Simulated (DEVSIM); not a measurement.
Device: CdTe p-n junction from an implanted or diffused profile, at 300 K.

Layer 1 from the left is CdTe, thickness (μm) 17.0, Nd (cm⁻³) 2.8e15, τn (s) 3.5e-10, τp (s) 3.5e-10.

Added acceptor profile: 2.9e17 cm⁻³ × exp(−(x − 0.12 μm)²/(2·(0.071 μm)²)). Left contact: ohmic. Right contact: ohmic. Voltage is applied to the left contact. Recombination: SRH at mid-gap. Mobility is μmin + (μ − μmin)/(1 + (N/Nref)^α).

Constants are typed, rounded textbook-type inputs, not results; the design itself was drawn at random and stands for no fabricated device. Values at 300 K.

CdTe: gap (eV) 1.5, affinity (eV) 4.28, permittivity 10.2, Nc (cm⁻³) 8e17, Nv (cm⁻³) 1.8e19, μn (cm²/Vs) 1000, μp (cm²/Vs) 80, μn,min 100, μp,min 10, Nref,n 1e17, Nref,p 1e17, αn 0.6, αp 0.6.

Simulated with DEVSIM: 1D drift-diffusion, Boltzmann statistics, complete ionisation; no tunnelling, impact ionisation, image-force lowering or self-heating.

Task: What does the simulation give for the dark forward voltage at 1 A/cm², the potential step across the device at zero bias, the dark forward voltage at 100 A/cm²?

Result: dark forward voltage at 1 A/cm² 1.008 V; potential step across the device at zero bias 1.209 V; dark forward voltage at 100 A/cm² 1.575 V.
